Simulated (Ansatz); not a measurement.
Consider InAgTe$_{2}$ in the chalcopyrite structure (space group I-42d, No. 122; a = 6.5687 Å, c = 12.9994 Å). Axes: x, y, z lie along a, b, c of the conventional cell.

Level of theory: PBE (Ansatz, a program for electronic structure, PAW, spin-orbit coupling left out).

For the base:

The pressure is 0.0 GPa.

Perturbation: uniaxial strain ε_zz = +3.00 %, all other strain components held at zero; the atoms relax in the strained cell.

Q: How does this affect the pressure?

A: The pressure (mean of the normal stresses, compression positive) goes from zero to -1.0 GPa.

Q: What does the calculation give for the energy relative to the base after the change?

A: The energy increases by 4.5 meV/atom.

Stability against distortions was not tested. All final runs are without spin polarisation. Gaps under 0.05 eV, about the width of the smearing, are given as zero.
